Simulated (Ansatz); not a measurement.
Pressure series in HgS

Consider HgS in the zinc blende structure (space group F-43m, No. 216; a = 5.992 Å).

Cell and atoms are relaxed at each pressure.

The values are results of PBE/PAW in Ansatz (a quantum-chemistry and plane-wave program), no SOC, not measurements.

Notes on the quantities. enthalpy: H = E + PV relative to the base's energy.

| variant | enthalpy | shortest interatomic distance | density |
|---|---|---|---|
| base | – | 2.594 Å | 7.18 g/cm³ |
| pressure −2 GPa | -0.34 eV/atom | 2.633 Å | 6.87 g/cm³ |
| pressure −1 GPa | -0.17 eV/atom | 2.613 Å | 7.04 g/cm³ |
| pressure 0.9 GPa | +0.15 eV/atom | 2.580 Å | 7.31 g/cm³ |
| pressure 2.1 GPa | +0.35 eV/atom | 2.562 Å | 7.46 g/cm³ |
| pressure 4.5 GPa | +0.73 eV/atom | 2.531 Å | 7.74 g/cm³ |
| pressure 9 GPa | +1.41 eV/atom | 2.484 Å | 8.18 g/cm³ |
| pressure 15 GPa | +2.27 eV/atom | 2.437 Å | 8.67 g/cm³ |
| pressure 22.5 GPa | +3.28 eV/atom | 2.391 Å | 9.18 g/cm³ |
| pressure 30 GPa | +4.24 eV/atom | 2.354 Å | 9.62 g/cm³ |

A case with no gap was solved on a k-mesh chosen for an insulator, which is coarse for it. Load acts through the strain it causes; cell and atoms are relaxed under it. Stability against distortions was not tested. Tetrahedral semiconductors of this kind turn to denser phases somewhere between about 1 and 50 GPa; those were not computed, so compressed cells here can lie past the real transition. The final runs are not spin-polarised.
